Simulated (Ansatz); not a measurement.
The reference is WSi2 (space group I4/mmm, No. 139).

```yaml
crystal:
  lattice:
    - [-1.61460, 1.61460, 3.93363]
    - [1.61460, -1.61460, 3.93363]
    - [1.61460, 1.61460, -3.93363]
  atoms:
    - { symbol: W, position: [0.00000, 0.00000, 0.00000] }
    - { symbol: Si, position: [0.33458, 0.33458, 0.00000] }
    - { symbol: Si, position: [0.66542, 0.66542, 0.00000] }
```

Level of theory: Kohn–Sham DFT with the PBE functional, run in Ansatz (a quantum-chemistry and plane-wave program) with PAW and 420 eV plane waves, no spin-orbit coupling.

Base values:

| Quantity | Result |
|---|---|
| Lattice parameter a | 3.229 Å |
| c/a ratio | 2.436 |

Perturbation: hydrostatic tension (pressure −2 GPa).

Problem. What does the calculation give for the lattice parameter a after the change?

Solution. The lattice parameter a rises by 0.011 Å to 3.240 Å.

Problem. How does this affect the c/a ratio?

Solution. The c/a ratio hardly moves (2.436 against 2.435).

Load acts through the strain it causes; cell and atoms are relaxed under it. Whether these cells are dynamically stable was not tested. All final runs are without spin polarisation.
